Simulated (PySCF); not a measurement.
PySCF 2.14.0, PBE/def2-svp, df: Si(H)(Cl)(Vi)(OH) (C=C[SiH](O)Cl), 10 atoms. The geometry is a generated start, not checked to be a minimum at this level.

* **task**: energy
* **method**: pbe
* **basis**: def2-svp
* **two-electron scheme**: density fitting
* **mol.max_memory**: 3000 MB
* **mf.max_cycle**: 100
* **mf.init_guess**: minao (default)
* **mf.DIIS**: CDIIS (default)
* **mf.conv_tol**: 1e-09 (default)
* **mf.grids.level**: 3 (default)
* **basis functions**: 103
* **grid points**: 129424

```xyz
10

Si     0.6786     0.7618     0.5428
O      1.8122     0.3483    -0.5411
Cl     1.2932     0.2428     2.4070
C     -0.9699    -0.0944     0.2328
C     -1.2513    -0.7950    -0.8562
H      0.6331     2.2068     0.4072
H      2.2752    -0.4862    -0.5220
H     -1.7358     0.0023     0.9920
H     -2.2081    -1.2668    -1.0168
H     -0.5273    -0.9195    -1.6459
```

One run each on 2 threads, 1 BLAS thread. Values of diis_space tried: 3, 5, 8 (default), 12, 20.

Problem. Predict the course of the Fock builds along this series.

Solution. Fewest Fock builds, within one of each other: 5 with 14, 8 (default) with 13, 12 with 13, 20 with 13. The count rises to 29 at 3. All converge to one solution.

```json
[
 {"diis_space": "3", "Fock builds": "29", "end": "same solution"},
 {"diis_space": "5", "Fock builds": "14", "end": "same solution"},
 {"diis_space": "8 (default)", "Fock builds": "13", "end": "same solution"},
 {"diis_space": "12", "Fock builds": "13", "end": "same solution"},
 {"diis_space": "20", "Fock builds": "13", "end": "same solution"}
]
```
